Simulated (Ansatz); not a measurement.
Si (diamond structure), cut as [112] wire, round, centred on atom, 1.15 nm across, dimers on {100} faces where they fit, ended by OH. Cell contents Si34O18H18; atoms relaxed. k-points: Γ-centred 1×1×4 mesh; occupations: Fermi-Dirac, 0.020 eV; spin polarisation not allowed. No spin-orbit coupling.

 The period along the axis is held at the bulk value.

**Question.** Give the electronic structure (gap or metallic character, levels against vacuum) at the level PBE in Ansatz (a program for electronic structure).

**Answer.** 
| Item | Value |
|---|---|
| electronic character | not metallic |
| Kohn-Sham band gap | 1.51 eV |
| character of the gap on the mesh and a band path of the cell's zone | indirect |
| k-point of the valence-band top (reciprocal lattice units) | (0.000, 0.000, 0.083) |
| k-point of the conduction-band bottom (reciprocal lattice units) | (0.000, 0.000, 0.500) |
| depth of the highest filled level under the vacuum level | 5.07 eV |
| depth of the lowest empty level under the vacuum level | 3.56 eV |
| weight of the highest filled level on the outer atoms and the ending | 0.49 |
| weight of the lowest empty level on the outer atoms and the ending | 0.54 |
| change of bonding against the cut | none |
| number of neighbours within 2.830 Å (ending not counted) | 3 for 18 atoms, 4 for 16 atoms |
| mean Si-Si distance (least to greatest) | 2.374 Å (2.315 to 2.449) |
